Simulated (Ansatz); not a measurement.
A computed series for BaCd2P2: response to strain

Take BaCd₂P₂ (space group P-3m1, No. 164; a cell from a computed database, its experimental status unchecked) as the base.

```
CELL_PARAMETERS angstrom
      4.36824     0.00000     0.00000
     -2.18412     3.78301     0.00000
      0.00000     0.00000     7.46770
ATOMIC_POSITIONS crystal
  Ba 0.00000 0.00000 0.00000
  Cd 0.66667 0.33333 0.36865
  Cd 0.33333 0.66667 0.63135
  P  0.66667 0.33333 0.73477
  P  0.33333 0.66667 0.26523
```

Cartesian axes are those of the cell as printed.

Strains are applied to the cell and any free atomic positions relax; under stress the whole cell relaxes.

Levels (all Ansatz, an electronic-structure program, PAW): PBEsol (420 eV, spin-orbit coupling left out); r2SCAN (500 eV, spin-orbit coupling left out); HSE06 (420 eV, spin-orbit coupling left out).

Band gaps by level, all at the geometries relaxed with PBEsol:

| case | PBEsol | r2SCAN | HSE06 |
|---|---|---|---|
| base | 0.77 eV | 1.21 eV | 1.60 eV |
| isotropic strain +1.65 % | 0.65 eV | ? | ? |
| isotropic strain +2.41 % | 0.59 eV | 1.03 eV | ? |
| uniaxial stress, 8 GPa tension along z | 0.15 eV | 0.61 eV | 0.86 eV |
| uniaxial stress, 8 GPa compression along x | 0.33 eV | 0.69 eV | ? |

Q: Some entries are withheld; estimate them.

A: 
- isotropic strain +1.65 %, r2SCAN: 1.09 eV
- isotropic strain +1.65 %, HSE06: 1.46 eV
- isotropic strain +2.41 %, HSE06: 1.37 eV
- uniaxial stress, 8 GPa compression along x, HSE06: 1.01 eV

Single points use the geometry relaxed with PBEsol. HSE06 gaps are upper bounds (no full band path). Beyond what the load breaks, stability against distortions was not tested. The zero or small gap of BaCd2P2 under uniaxial stress, 8 GPa tension along z can change with the level of theory.
